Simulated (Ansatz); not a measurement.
Data:

```yaml
crystal:
  lattice:
    - [4.12072, 0.00000, 0.00000]
    - [-2.06036, 3.56864, 0.00000]
    - [0.00000, 0.00000, 6.70659]
  atoms:
    - { symbol: Cd, position: [0.66667, 0.33333, 0.49977] }
    - { symbol: Cd, position: [0.33333, 0.66667, 0.99977] }
    - { symbol: S, position: [0.66667, 0.33333, 0.12323] }
    - { symbol: S, position: [0.33333, 0.66667, 0.62323] }
```

No spin polarisation.

Calculations: PBE, PAW, 420 eV (Ansatz, an electronic-structure program; no spin-orbit coupling). Γ-centred 9×9×5 mesh, Fermi–Dirac width 0.05 eV.

Problem. What is the computed band gap?

Solution. 1.24 eV.

Problem. What electron mass does the calculation give?

Solution. 0.13 mₑ along c, 0.14 mₑ across (at Γ).

Problem. Estimate the pressure (mean of the normal stresses, compression positive).

Solution. 3.29 GPa.

Problem. Predict the valence-band top at Γ (three highest levels, from the VBM).

Solution. 0.00, 0.00, -0.05 eV.

The cells carry an imposed strain or load. Effective masses come from finite differences of ±0.01 Å⁻¹. Stability against distortions was not tested. The cell was made from CdS in the wurtzite structure (space group P6_3mc, No. 186) by this change: isotropic strain −1.80 %.
